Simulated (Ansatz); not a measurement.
Start from TeO2 in the fluorite structure (space group Fm-3m, No. 225; a hypothetical phase, not in the database extracts checked).

TeO$_{2}$ is taken in the cubic space group Fm-3m (No. 225), the fluorite structure, Pearson symbol cF12. Cell: a = 5.323 Å, b = 5.323 Å, c = 5.323 Å, α = 90.00°, β = 90.00°, γ = 90.00°. Te on 4a has 8 O at 2.305 Å (cubic). O on 8c is coordinated by 4 Te at 2.305 Å (tetrahedral). (Neighbours: up to the widest gap in distance over summed covalent radii, below 1.35, at either atom.)
(The calculation used a cell of 3 atoms; values per cell refer to that cell.)

Levels (all Ansatz, a program for electronic structure, PAW, earlier PAW set): PBEsol (420 eV, spin-orbit coupling left out); HSE06 (420 eV, scalar-relativistic without spin-orbit coupling).

Its gap is 0.73 eV with PBEsol and 1.62 eV with HSE06.

The change: cell and atoms relaxed at a pressure of 45 GPa.

With PBEsol the gap becomes 0.45 eV.

Q: If the HSE06 correction stayed the same, what would the HSE06 gap be, and what does the HSE06 run give?

A: A rigid correction of +0.89 eV gives 1.34 eV. The HSE06 run gives 1.36 eV, so the two effects roughly add.

Single points use the geometry relaxed with PBEsol. The hybrid gap comes from the SCF mesh plus the semilocal run's edge points and a few special points and is an upper bound. Spin-orbit coupling, missing from the scalar runs, can matter with Te. Load acts through the strain it causes; cell and atoms are relaxed under it. Whether these cells are dynamically stable was not tested. No other phases were tried under pressure.
